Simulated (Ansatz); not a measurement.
TiAs (P6₃/mmc, No. 194) was calculated with r²SCAN+rVV10 in Ansatz (plane waves, PAW).

Run with plane-wave cutoff 560 eV, 18×18×6 k mesh (along the axes of the cell as run), Fermi–Dirac smearing 0.05 eV, no spin polarisation, scalar-relativistic PAW data made under PBE.

The cell is scaled about its equilibrium volume:

Shape and atoms are relaxed at each volume.

```tsv
V (Å³/atom)	P (GPa)	c (Å)	a (Å)
16.442	5.76	11.880	3.576
16.785	2.73	11.945	3.603
17.127	0.00	12.011	3.629
17.470	-2.46	12.075	3.656
17.812	-4.68	12.140	3.682
```

Note: the bulk modulus comes from volumes at which shape and atoms were relaxed.

Ansatz is a quantum-chemistry and plane-wave program.
